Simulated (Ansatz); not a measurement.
Base system: BeS (space group P4/nmm, No. 129; a = 3.452 Å, c = 5.621 Å; a hypothetical phase, not in the database extracts checked; layered, stacked along the Cartesian z axis). Axes: x, y, z lie along a, b, c of the conventional cell.

Perturbation: tensile biaxial strain of 1.45 % in the plane normal to [001], as in epitaxy on a mismatched substrate; the out-of-plane cell vector and the atoms relax.

Levels (all Ansatz, a first-principles code, PAW): PBEsol (420 eV, no spin-orbit coupling); r2SCAN (500 eV, without spin-orbit coupling); HSE06 (420 eV, scalar-relativistic without spin-orbit coupling).

At the geometry relaxed with PBEsol, these levels gave the following band gaps, in shuffled order: (a) 3.40 eV, (b) 4.05 eV, (c) 4.51 eV.

Problem. Match each gap to its level.

Solution. (a) PBEsol; (b) r2SCAN; (c) HSE06.

Single points use the geometry relaxed with PBEsol. HSE06 was sampled on its mesh, a few special points and the semilocal edge points, so its gap is an upper bound. No phonon test of stability was made. The base started in Pnma and relaxed to P4/nmm at this level. No dispersion term is included in the PBEsol runs.
